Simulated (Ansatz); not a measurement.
```yaml
crystal:
  lattice:
    - [5.21588, 0.00000, 0.00000]
    - [0.00000, 5.21588, 0.00000]
    - [0.00000, 0.00000, 5.21588]
  atoms:
    - { symbol: Cs, position: [0.00000, 0.00000, 0.00000] }
    - { symbol: Pb, position: [0.50000, 0.50000, 0.50000] }
    - { symbol: Cl, position: [0.50000, 0.00000, 0.50000] }
    - { symbol: Cl, position: [0.00000, 0.50000, 0.50000] }
    - { symbol: Cl, position: [0.50000, 0.50000, 0.00000] }
```

No spin polarisation.

All numbers come from LDA, PAW, 420 eV (Ansatz, a program for electronic structure; no SOC). Settings: 6×6×6 k-points, 0.05 eV Fermi–Dirac smearing.

Problem. Predict the band gap.

Solution. 0.49 eV.

Problem. Estimate the electron mass (degenerate bands, along [100]).

Solution. 0.042, 0.60, 0.60 mₑ (at R).

Problem. Predict the hole mass.

Solution. 0.048 mₑ (at R).

With Pb present, leaving out spin-orbit coupling can change the band edges. Load acts through the strain it causes; cell and atoms are relaxed under it. Effective masses come from finite differences of ±0.01 Å⁻¹. Whether these cells are dynamically stable was not tested. Competing high-pressure phases were not computed. The cell was made from CsPbCl$_{3}$ in the cubic perovskite structure (space group Pm-3m, No. 221) by this change: pressure 7.5 GPa. Many cubic perovskites are stable only at high temperature; tilts and polar distortions were not tested. This is not the structure that CsPbCl3 has at room temperature and ambient pressure.
